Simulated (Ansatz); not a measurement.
Consider BAs in the zinc blende structure (space group F-43m, No. 216; a = 4.768 Å).

It is then changed as follows: a negative pressure, −2 GPa.

Levels (all Ansatz, a quantum-chemistry and plane-wave program, PAW): PBEsol (420 eV, no spin-orbit coupling); HSE06+SOC (420 eV, with spin-orbit coupling).

The geometry is relaxed with PBEsol.

- PBEsol band gap = 1.10 eV
- PBEsol valence-band top at Γ = 0.00, 0.00, 0.00 eV

With HSE06+SOC at the same geometry, the band gap increases by 0.666 eV to 1.76 eV; the valence-band top at Γ (three highest Kramers pairs, from the VBM) becomes 0.00, 0.00, -0.23 eV (PBEsol: 0.00, 0.00, 0.00 eV). The threefold valence maximum splits by Δso ≈ 0.23 eV.

Single points use the geometry relaxed with PBEsol. HSE06 was sampled on its mesh, a few special points and the semilocal edge points, so its gap is an upper bound. The spin-orbit shifts are approximate. Load acts through the strain it causes; cell and atoms are relaxed under it. Whether these cells are dynamically stable was not tested.
